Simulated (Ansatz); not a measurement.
**WC, response to strain**

Consider WC (space group P-6m2, No. 187; a = 2.898 Å, c = 2.828 Å). Axes: x lies along a and z along c of the hexagonal cell.

Strains are applied to the cell and any free atomic positions relax.

All numbers come from PBEsol/PAW in Ansatz (a program for electronic structure), no SOC.

Notes on the quantities. pressure: mean of the normal stresses, compression positive; energy relative to the base: free energy F.

| variant | pressure | space group | energy relative to the base | shortest interatomic distance |
|---|---|---|---|---|
| base | 0.0 GPa | P-6m2 (No. 187) | 0 meV/atom | 2.191 Å |
| isotropic strain −5.57 % | 100.7 GPa | P-6m2 (No. 187) | +0.441 eV/atom | 2.069 Å |
| isotropic strain −2.92 % | 43.9 GPa | P-6m2 (No. 187) | +111 meV/atom | 2.127 Å |
| uniaxial strain ε_xx = −2.22 % | 9.2 GPa | Amm2 (No. 38) | +12 meV/atom | 2.173 Å |

Without a gap, meshes like the base's 18×18×16 leave anisotropic stresses uncertain by several tenths of a GPa, and small strain energies with them. Stability against distortions was not tested. The final runs are not spin-polarised.
